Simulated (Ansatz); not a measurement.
The parent structure is Cd in the hcp (Mg type) structure (space group P6_3/mmc, No. 194; a = 3.029 Å, c = 5.759 Å; relaxed with 0.1 eV smearing).

Computed with Ansatz (a program for electronic structure), PBE, PAW, cutoff 420 eV, without spin-orbit coupling.

Strains are applied to the cell and any free atomic positions relax.

One change was made to it. Results:

```tsv
quantity	base	after
pressure (mean of the normal stresses, compression positive)	0.0 GPa	-2.9 GPa
energy relative to the base (free energy F)	0 meV/atom	+21 meV/atom
band gap	zero	zero
```

Q: What was done to the base?
A) isotropic strain −2.00 %
B) isotropic strain +1.50 %
C) isotropic strain +3.00 %

A: C, isotropic strain +3.00 %. For comparison, the energy relative to the base in the other runs: isotropic strain −2.00 % gives +13 meV/atom; isotropic strain +1.50 % gives +5.8 meV/atom.

No phonon test of stability was made.
